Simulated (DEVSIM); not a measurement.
System: abrupt Si p-n junction, at 300 K.

Layer 1 from the left is Si, thickness (μm) 0.490, Na (cm⁻³) 1.6e16, τn (s) 9.5e-6, τp (s) 9.5e-6. Layer 2 from the left is Si, thickness (μm) 90.0, Nd (cm⁻³) 1.1e14, τn (s) 9.5e-6, τp (s) 9.5e-6.

Left contact: ohmic. Right contact: ohmic. Voltage is applied to the left contact. Recombination: SRH at mid-gap, radiative. Mobility is μmin + (μ − μmin)/(1 + (N/Nref)^α).

This is a model device: material constants are rounded textbook-type values typed into the input, and sizes, dopings and lifetimes were drawn at random. Values at 300 K.

Si: gap (eV) 1.124, affinity (eV) 4.05, permittivity 11.7, Nc (cm⁻³) 2.86e19, Nv (cm⁻³) 3.1e19, μn (cm²/Vs) 1417, μp (cm²/Vs) 470, μn,min 52, μp,min 45, Nref,n 9.7e16, Nref,p 2.2e17, αn 0.68, αp 0.72, B (cm³/s) 4.7e-15.

Simulated with DEVSIM: 1D drift-diffusion, Boltzmann statistics, complete ionisation; no tunnelling, impact ionisation, image-force lowering or self-heating.

Dark forward current:

| |V| (V) | |J| (A/cm²) |
|---|---|
| 0.05 | 1.135e-8 |
| 0.10 | 6.652e-8 |
| 0.15 | 3.887e-7 |
| 0.20 | 2.448e-6 |
| 0.25 | 1.618e-5 |
| 0.30 | 0.0001094 |
| 0.35 | 0.0007431 |
| 0.40 | 0.004875 |
| 0.45 | 0.02698 |
| 0.50 | 0.1036 |
| 0.55 | 0.2758 |
| 0.60 | 0.5699 |
| 0.65 | 1.000 |
| 0.70 | 1.575 |
| 0.75 | 2.298 |
| 0.80 | 3.172 |
| 0.85 | 4.198 |
| 0.90 | 5.377 |
| 0.95 | 6.706 |
| 1.00 | 8.185 |
| 1.05 | 9.811 |
| 1.10 | 11.58 |
| 1.15 | 13.50 |
| 1.20 | 15.55 |
| 1.25 | 17.73 |
| 1.30 | 20.05 |

Work out the local ideality factor n = ΔV / (kT/q · ln(J2/J1)) between the rows 0.15 and 0.20 V, 0.30 and 0.35 V, 1.25 and 1.30 V.

kT/q = 25.85 mV. From 0.15 to 0.20 V: ln(2.448e-6/3.887e-7) = 1.840, n = 1.05, near the 1 of diffusion or emission over a barrier. From 0.30 to 0.35 V: ln(0.0007431/0.0001094) = 1.916, n = 1.01, near the 1 of diffusion or emission over a barrier. From 1.25 to 1.30 V: ln(20.05/17.73) = 0.123, n = 15.73.

Estimate the current at 0.25 V from the Shockley equation with J0 = Σ q ni² D/(N L) coth(W/L), τ joining the SRH, radiative and Auger lifetimes that are on, and W taken as the whole layer.

ni² = 1.16e20 cm⁻⁶; electrons in the p layer: μ = 1110 cm²/Vs, D = 28.6 cm²/s, τ = 9.49e-6 s, L = 165 μm, W/L = 0.0030, term 6.78e-10 A/cm²; holes in the n layer: μ = 468 cm²/Vs, D = 12.1 cm²/s, τ = 9.50e-6 s, L = 107 μm, W/L = 0.84, term 2.78e-10 A/cm². J0 = 9.55e-10 A/cm², and J = J0 exp(qV/kT) = 1.51e-5 A/cm². The simulation gives 1.62e-5 A/cm²; the estimate lies 6.4 % below. The estimate leaves out recombination in the depletion region and that region's share of W.
